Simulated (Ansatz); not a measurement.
Mo in the bcc (W type) structure, quasi-harmonic lattice dynamics with PBEsol density-functional theory in Ansatz (plane waves, PAW). The run noted for some of its cells that some bands missed the eigensolver's tolerance.

```tsv
T (K)	α_L (10⁻⁶/K)	C_P (J/mol/K)	bulk modulus B_T (GPa)	γ
100	3.0	13.9	277	1.65
200	4.7	21.6	275	1.68
300	5.3	23.8	273	1.69
400	5.5	24.8	270	1.69
850	?	26.7	259	1.68
900	6.1	26.9	257	1.68
950	6.1	27.1	256	1.68
1000	?	27.2	254	1.68
```

Task: Some entries are withheld; supply them.

Result: 
- 850, α_L (10⁻⁶/K): 6.0
- 1000, α_L (10⁻⁶/K): 6.2

No phase change or melting is allowed for: the numbers belong to this structure as given.

Ansatz is a program for electronic structure.
